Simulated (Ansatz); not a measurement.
# A self-consistent single point of CrB (Cmcm, 4 atoms in the cell) with Ansatz

Method: PBEsol, default PAW files made with PBE (plane waves; Ansatz, a first-principles code).

The input file:

Ansatz 0.2 input:
```yaml
crystal:
  lattice:
    - [1.451695, -3.899145, 0.000000]
    - [1.451695, 3.899145, 0.000000]
    - [0.000000, 0.000000, 2.901950]
  atoms:
    - { symbol: Cr, position: [0.854620, 0.145380, 0.750000] }
    - { symbol: Cr, position: [0.145380, 0.854620, 0.250000] }
    - { symbol: B, position: [0.564940, 0.435060, 0.750000] }
    - { symbol: B, position: [0.435060, 0.564940, 0.250000] }
kpoints:
  mp_grid: { grid: [8, 8, 8] }
hamiltonian:
  xc: pbesol
  pseudopotentials: { kind: paw }
scf:
  occupations: { method: fermi_dirac, width: 0.1 }
output:
  forces: true
  eigenvalues: true
  stress: true
```

Output, abridged:

```
WARN basis.ecutwfc = 420 eV, the default
WARN ansatz: RAYON_NUM_THREADS=1 ignored (pool sized by the plan → 1); use --threads N
Pseudopotentials: kind: paw
Pseudopotential: Cr, paw, valence charge 14
Pseudopotential: B, paw, valence charge 3
Crystal: 4 atoms, lattice volume = 32.852 Å³
Basis set: ecut = 420 eV, 625 PW (Γ), exchange–correlation on 60×60×40 points (8 copies of the dense FFT grid, shifted against one another)
Bands: 21, of which v1, the nominal top of the filled ones, is band 17 counted from 1 (16 counted from 0)
Symmetry: 8 space group operations
Space group: Cmcm (ITA 63), of the structure as read, at distance tolerance 3.2e-5 Å
k-points: 105 of 512
PAW frozen core: Cr, regenerated for the run's functional, and the local potential with it
PAW frozen core: B, regenerated for the run's functional, and the local potential with it
Initial density: superposition of atomic densities (neutral atoms: chi_scale 0, normalization atom), corrected by the library's trained network
Initial wavefunctions: pseudopotential atomic-orbital guess
Eigensolver: davidson
Functional: x = pbesol(κ = 0.804, μ = 0.12345679012345678), c = pbesol(β = 0.046)
SCF iter   1: F=—  HF=-7006.084917 eV  |F-HF|=—  |Δ(HF+E_count)|=         —  Δρ=9.21e-3  dr2=1.68e-2  ethr=1.77e-3  ⟨swp⟩=4.4  Hψ=8246  notcnv=0
all-band conjugate gradients solve this SCF's bands
preconditioner: auto → Kerker (q_TF=auto, 2.744 Å⁻¹)
SCF iter   2: F=—  HF=-7006.079786 eV  |F-HF|=—  |Δ(HF+E_count)|=   5.13e-3  Δρ=3.35e-3  dr2=4.25e-3  ethr=4.94e-5  ⟨swp⟩=2.9  Hψ=4969  notcnv=0
SCF iter   3: F=—  HF=-7006.078900 eV  |F-HF|=—  |Δ(HF+E_count)|=   8.86e-4  Δρ=1.44e-3  dr2=9.11e-4  ethr=1.25e-5  ⟨swp⟩=2.3  Hψ=2952  notcnv=0
SCF iter   4: F=—  HF=-7006.078660 eV  |F-HF|=—  |Δ(HF+E_count)|=   2.41e-4  Δρ=2.45e-4  dr2=3.63e-5  ethr=2.68e-6  ⟨swp⟩=2.0  Hψ=3092  notcnv=0
SCF iter   5: F=—  HF=-7006.078690 eV  |F-HF|=—  |Δ(HF+E_count)|=   3.02e-5  Δρ=7.84e-5  dr2=2.28e-6  ethr=1.07e-7  ⟨swp⟩=2.0  Hψ=3091  notcnv=0
SCF iter   6: F=-7006.078689 eV  HF=-7006.078689 eV  |F-HF|=4.60e-8  |Δ(HF+E_count)|=   6.47e-7  Δρ=1.40e-5  dr2=7.21e-8  ethr=2.94e-10  ⟨swp⟩=2.9  Hψ=7983  notcnv=0
SCF 1 converged in 6 iterations: F = -7006.078689 eV  dr2 = 7.21e-8
SCF converged after 6 iterations
Free energy (F): -7006.078689 eV
Harris-Foulkes:  -7006.078689 eV  (|F-HF|=4.60e-8)
Internal energy: -7005.988870 eV  (E = F + TS)
E sigma→0 (E₀):  -7006.033779 eV
Entropy (-TS):   -0.089819 eV (-22.455 meV/atom)
Fermi energy:    18.455770 eV
--- Per-component energies (eV) ---
  E_band       = -258.472422
  E_kinetic    = 791.877417
  E_local      = -2605.100181  (includes V_loc(G=0)·N_el)
  E_nonlocal   = 181.851315
  E_hartree    = 1146.628158
  E_xc         = -346.176685
  E_vxc        = -437.942712  (∫ρ·V_xc dr)
  E_paw        = -2484.888543  (= ΣΔE_a)
  E_vpaw       = -482.421737  (= ΣTr[D̂ρ^β])
  E_aug_tail   = 0.000617  (compensation charges beyond the density's cutoff)
  E_ewald      = -3690.530390
  E_core_change = 0.349421  (= ΣΔE_core)
  E_smearing   = -0.089819  (= −TS)
  E_closure    = 0.000000  (closes the sum)
  Σ components = -7006.078689   (vs F -7006.078689, Δ=0.00e0)
--- Forces (eV/Å), atoms counted from 1 ---
  atom   1  Cr     0.00000000    -0.01072192     0.00000000
  atom   2  Cr     0.00000000     0.01072192     0.00000000
  atom   3  B      0.00000000    -0.03697798     0.00000000
  atom   4  B      0.00000000     0.03697798     0.00000000
  max |Σ_I F_I| component: 0.00e0 eV/Å
--- Stress (GPa, compression-positive) ---
       -2.484521       0.000000       0.000000
        0.000000      -3.043808       0.000000
        0.000000       0.000000      -2.606658
  P = ⅓ Tr σ = -2.7117 GPa (-27.117 kbar)
  The stress holds the Pulay correction. Without it, at fixed plane waves, as pw.x and ABINIT print it: P = -2.9068 GPa
--- Band table (eV; the first three rows and the last of 105) ---
  k-point 0: bands = ["-53.2943", "-53.1676", "-24.9510", "-24.7668", "-24.7526", "-24.6213", "-24.5279", "-24.5014", "5.0396", "11.1663", "14.3994", "14.6797", "15.1202", "15.1300", "16.5734", "17.6755", "18.1864", "18.3230", "18.8624", "19.1297", "19.6199"]
  k-point 1: bands = ["-53.2875", "-53.1704", "-24.9334", "-24.7826", "-24.7452", "-24.6239", "-24.5585", "-24.5141", "5.2790", "11.3660", "13.6524", "14.5427", "14.9992", "15.6213", "16.3766", "17.2367", "18.3652", "18.3984", "18.9122", "19.1139", "19.7449"]
  k-point 2: bands = ["-53.2690", "-53.1793", "-24.8861", "-24.8168", "-24.7252", "-24.6335", "-24.6322", "-24.5523", "5.9738", "11.5879", "12.3933", "14.7881", "14.8992", "15.8319", "15.8505", "16.3338", "18.6496", "18.8543", "19.0666", "19.1442", "20.0408"]
  k-point 104: bands = ["-53.2172", "-53.2172", "-24.9862", "-24.9862", "-24.6710", "-24.6710", "-24.5265", "-24.5265", "8.8282", "8.8282", "13.2076", "13.2076", "15.8936", "15.8936", "16.3642", "16.3642", "17.8089", "17.8089", "18.8307", "18.8307", "19.8352"]…
```

The run converged in 6 iterations.

The starting cell comes from a database of computed structures (which also holds hypothetical and non-ambient phases and stackings), without a prior relaxation at this level. Spin polarisation is off. Ansatz's pressure includes its estimate of the finite-basis (Pulay) stress.
